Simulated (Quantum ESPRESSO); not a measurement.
Troubleshooting Quantum ESPRESSO: a failed run on BiSbPt2 (P-6m2, 4 atoms in the cell). The aim is a self-consistent single point with DFT, PBEsol, plane waves, PSlibrary ultrasoft (PBE) pseudopotentials.

Cell that was meant: a = 4.2759 Å, b = 4.2759 Å, c = 5.5527 Å, α = 90.00°, β = 90.00°, γ = 120.00°.

Part of the input:

```fortran
   ecutwfc = 50,
   ecutrho = 500,
   occupations = 'smearing',
   smearing = gauss,
   degauss = 0.019992,
   input_dft = 'pbesol',
/
```

Output (repeated stretches shortened):

```
     This program is part of the open-source Quantum ESPRESSO suite
     for quantum simulation of materials; please cite

 %%%%%%%%%%%%%%%%%%%%%%%%%%%%%%%%%%%%%%%%%%%%%%%%%%%%%%%%%%%%%%%%%%%%%%%%%%%%%%
     Error in routine  read_namelists (1):
      bad line in namelist &system: "   degauss = 0.019992," (error could be in the previous line)
 %%%%%%%%%%%%%%%%%%%%%%%%%%%%%%%%%%%%%%%%%%%%%%%%%%%%%%%%%%%%%%%%%%%%%%%%%%%%%%

     stopping ...
```

Task: From the messages shown, name the fault and mend the input.

Result: The fault is a string without quotes in a namelist. Fortran namelists need character values in quotes. To fix it, quote the value. The program stopped before any SCF iteration.

The sound input it was made from differs as follows (other fixes are possible):
```diff
-   smearing = gauss,
+   smearing = 'gauss',
```

With that input, the run converged in 11 iterations: free energy E − TS -4151.8240 eV; Fermi level (on the code's own zero) 12.58 eV; pressure -1.55 GPa; largest force (vector length) 0.062 eV/Å (DFT, PBEsol, plane waves, PSlibrary ultrasoft (PBE) pseudopotentials).

On the sound input: the starting cell comes from a database of computed structures (which also holds hypothetical and non-ambient phases and stackings), without a prior relaxation at this level. Spin polarisation is off.
